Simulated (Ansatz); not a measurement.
## Ru on a Co site (surface) in a 3x3 cell of the 1x1 (0001) surface of hcp Co, ferromagnetic

Method: PBE (plane waves to 420 eV, PAW; Ansatz, a first-principles code).

Slab: 36 atoms, 6.0 Å thick at the start (thin: gaps and levels are the slab's own); k 5x5x1, smearing 0.1 eV, dipole-corrected; 9 atoms held, the rest relaxed; held to the start's symmetry, so lower structures may exist; spin-polarised, no spin-orbit, no U.

```json
{
  "formation energy against hcp Co, ferromagnetic, hcp Ru": "634 meV",
  "work_function_of_the_top_face": "5.02 eV",
  "change_of_the_work_function": "0.054 eV",
  "change_of_the_step_from_the_bottom_to_the_top_vacuum_level_against_the_clean_slab": "0.054 eV",
  "energy_released_by_relaxation": "0.095 eV",
  "magnetic_moment_of_the_cell": "59.94 μB",
  "largest_move_of_a_host_atom": "0.10 Å"
}
```
